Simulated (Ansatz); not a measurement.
**Nb3Te4: response to strain**

Consider Nb$_{3}$Te$_{4}$ (space group P6_3/m, No. 176; a = 10.6634 Å, c = 3.5929 Å). Axes: x lies along a and z along c of the hexagonal cell.

Strains are applied to the cell and any free atomic positions relax; under biaxial strain the out-of-plane vector relaxes too.

Level of theory: PBEsol, PAW, 420 eV (Ansatz, an electronic-structure program; without spin-orbit coupling).

Notes on the quantities. pressure: mean of the normal stresses, compression positive.

```json
[
 {"variant": "base", "volume per atom": "25.27 Å³", "pressure": "0.0 GPa"},
 {"variant": "biaxial strain +3.55 %, plane normal [001], relaxed out of plane", "volume per atom": "26.52 Å³", "pressure": "-2.2 GPa"},
 {"variant": "uniaxial strain ε_xx = −2.30 %", "volume per atom": "24.69 Å³", "pressure": "1.6 GPa"},
 {"variant": "uniaxial strain ε_zz = +0.62 %", "volume per atom": "25.43 Å³", "pressure": "-0.5 GPa"}
]
```

Without a gap, meshes like the base's 4×4×10 leave anisotropic stresses uncertain by several tenths of a GPa, and small strain energies with them. Stability against distortions was not tested. All final runs are without spin polarisation.
